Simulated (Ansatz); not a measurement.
Base system: MoS2 in the 2H-MoS2 type structure (space group P6_3/mmc, No. 194; a = 3.173 Å, c = 12.437 Å; layered, stacked along the Cartesian z axis).

Method: plane-wave PAW DFT at the r2SCAN+rVV10 level (Ansatz, a program for electronic structure, 500 eV), no SOC, earlier PAW set.

For the base:

- Valence-band top at Γ: 0.00, -1.13, -1.36 eV
- Smallest direct gap: 1.74 eV
- Volume per atom: 18.08 Å³
- Band gap: 1.01 eV

The change: a hydrostatic pressure of 9 GPa.

What does the calculation give for the valence-band top at Γ after the change?

The valence-band top at Γ (three highest levels, from the VBM) changes from 0.00, -1.13, -1.36 eV to 0.00, -0.98, -1.71 eV.

What happens to the smallest direct gap?

The smallest direct gap goes up by 0.16 eV (1.74 eV → 1.90 eV).

What happens to the volume per atom?

The volume per atom falls by 2.024 Å³ (18.08 Å³ → 16.05 Å³).

How does this affect the band gap?

The band gap decreases by 0.47 eV, from 1.01 eV to 0.54 eV.

Load acts through the strain it causes; cell and atoms are relaxed under it. Stability against distortions was not tested. No other phases were tried under pressure.
